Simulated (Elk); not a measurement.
A self-consistent single point of KTlSe₂ (P1, 8 atoms in the cell) with Elk.

Method: LDA (PW92), all-electron FP-LAPW, Elk's shipped species files, default APW+lo basis in Elk.

The change in words: atoms moved at random. Reference geometry:
```xyz
8
Lattice="-4.0679 4.0679 3.5662 4.0679 -4.0679 3.5662 4.0679 4.0679 -3.5662" Properties=species:S:1:pos:R:3 pbc="T T T"
K      0.0000     0.0000     1.7831
K      0.0000     0.0000     5.3494
Tl     0.0000     4.0679     1.7831
Tl     4.0679     0.0000     1.7831
Se     1.4352     5.5031     0.0000
Se     2.6328    -1.4352     3.5662
Se     2.6328     1.4352     0.0000
Se     1.4352     2.6328     3.5662
```

Reference input (self-consistent single point, DFT, LDA (PW92), all-electron FP-LAPW, Elk's shipped species files, default APW+lo basis): stype = 0; swidth = 0.0001 Ha; ngridk = 3 3 3; rmtscf = 0.92; maxscl = 100. This run's input differs from it in these lines:

```diff
@@ -30,14 +30,14 @@
   2
-  0.2500000000  0.2500000000  0.0000000000    0.0 0.0 0.0
-  0.7500000000  0.7500000000  0.0000000000    0.0 0.0 0.0
+  0.2540860000  0.2597910000  0.0032440000    0.0 0.0 0.0
+  0.7559720000  0.7454350000  0.0081660000    0.0 0.0 0.0
   'Tl.in'
   2
-  0.7500000000  0.2500000000  0.5000000000    0.0 0.0 0.0
-  0.2500000000  0.7500000000  0.5000000000    0.0 0.0 0.0
+  0.7411770000  0.2433040000  0.4872860000    0.0 0.0 0.0
+  0.2400180000  0.7471270000  0.4949900000    0.0 0.0 0.0
   'Se.in'
   4
-  0.6764000000  0.1764000000  0.8528000000    0.0 0.0 0.0
-  0.3236000000  0.8236000000  0.1472000000    0.0 0.0 0.0
-  0.1764000000  0.3236000000  0.5000000000    0.0 0.0 0.0
-  0.8236000000  0.6764000000  0.5000000000    0.0 0.0 0.0
+  0.6751630000  0.1730490000  0.8512610000    0.0 0.0 0.0
+  0.3234100000  0.8199260000  0.1476140000    0.0 0.0 0.0
+  0.1844100000  0.3277060000  0.5016630000    0.0 0.0 0.0
+  0.8257640000  0.6836620000  0.5057780000    0.0 0.0 0.0
```

Output, abridged:

```
│ Self-consistent loop started │
│ Loop number : 1 │
 total energy                :     -51462.8566429
│ Loop number : 2 │
 total energy                :     -51463.4312745
RMS change in Kohn-Sham potential (target) :   0.1442824807     (  0.1000000000E-05)
Absolute change in total energy (target)   :   0.5746315456     (  0.1000000000E-03)
│ Loop number : 3 │
 total energy                :     -51465.9023338
RMS change in Kohn-Sham potential (target) :   0.1167984055     (  0.1000000000E-05)
Absolute change in total energy (target)   :    2.614717177     (  0.1000000000E-03)
│ Loop number : 4 │
   [... lines left out ...]
Absolute change in total energy (target)   :   0.1396056796E-02 (  0.1000000000E-03)
│ Loop number : 15 │
 total energy                :     -51464.8281860
RMS change in Kohn-Sham potential (target) :   0.1155917480E-06 (  0.1000000000E-05)
Absolute change in total energy (target)   :   0.2322594592E-03 (  0.1000000000E-03)
│ Loop number : 16 │
 total energy                :     -51464.8282207
RMS change in Kohn-Sham potential (target) :   0.3675697457E-07 (  0.1000000000E-05)
Absolute change in total energy (target)   :   0.2340772335E-04 (  0.1000000000E-03)
Convergence targets achieved

│ Loop number : 17 │

Energies :
 Fermi                       :     0.104142339860
 total energy                :     -51464.8282264

Density of states at Fermi energy :   0.8985752787E-05
 (states/Hartree/unit cell)

Estimated indirect band gap :   0.3700915381E-01
 from k-point     19 to k-point      1
Estimated direct band gap   :   0.3741111091E-01
 at k-point      1

Charges :
 core                        :    216.0000000
 valence                     :    120.0000000
 interstitial                :    15.62658606
 muffin-tins (core leakage)
  species :    1 (K)
   atom    1                 :    17.31246878     (  0.6564333219E-06)
   atom    2                 :    17.31250458     (  0.6564617934E-06)
  species :    2 (Tl)
   atom    1                 :    79.11867569     (  0.1404607779E-03)
   [... lines left out ...]
   atom    2                 :    31.88313451     (  0.2090477720E-03)
   atom    3                 :    31.86651735     (  0.2086796459E-03)
   atom    4                 :    31.87319364     (  0.2088348856E-03)
 total in muffin-tins        :    320.3734139
 total calculated charge     :    335.9701723
 total charge                :    336.0000000
 error                       :   0.2982768383E-01

│ Self-consistent loop stopped │
```

The run converged in 17 iterations. The count includes the last loop, which Elk runs after its targets are met. Against the reference run the total energy rises by 5.6 meV/atom and the gap on the mesh goes from 1.024 to 1.007 eV.

The starting cell comes from a database of computed structures (which also holds hypothetical and non-ambient phases and stackings), without a prior relaxation at this level. For this run, on top of that: atoms moved at random. Spin-orbit coupling is off. Values depend on the basis (sphere radii, cutoffs, local orbitals), which need not be converged.

Cost on one core of a shared machine: roughly 4 min.
